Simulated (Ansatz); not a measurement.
The starting structures come from a database of crystals and need not be the phases stable at ambient conditions.

Inside the gap of an insulator the Bloch states are evanescent, with a wavenumber k + iκ along the transport direction.

Input:

```xyz
12
Lattice="6.4354 0.0000 0.0000 1.8439 6.3541 0.0000 1.1025 -0.3199 3.5878" Properties=species:S:1:pos:R:3 pbc="T T T"
Ti     4.7214     4.2936     2.8871
Ti     4.6604     1.7406     0.7007
Ti     6.5693     4.4820     0.3585
Ti     2.8125     1.5522     3.2292
O      6.4309     2.3322     0.2093
O      2.9509     3.7019     3.3784
O      6.6647     4.2857     2.2892
O      2.7171     1.7485     1.2985
O      4.8811    -0.0126     0.4765
O      4.5006     6.0467     3.1113
O      4.8441     1.9724     2.6424
O      4.5377     4.0617     0.9453
```

Space group of this cell: C2/m. The cell is taken as given; by r2SCAN its mean pressure is -5.6 GPa.

Transport runs along the normal of the first two printed cell vectors.

The gap is the functional's own, uncorrected, and κ follows it; spin-orbit coupling is left out. Mid-gap values are interpolated between the computed energies.

**Question.** Give the band gap and the smallest decay constant κ at mid-gap that Ansatz (a quantum-chemistry and plane-wave program) with r2SCAN yields.

**Answer.** Gap 3.11 eV on a 8×6×8 mesh; κ = 0.388 1/Å, at (0.167, 0.333) of the in-plane reciprocal vectors. At the zone centre, at the nearest computed energy, the slowest state has κ = 0.40 1/Å.
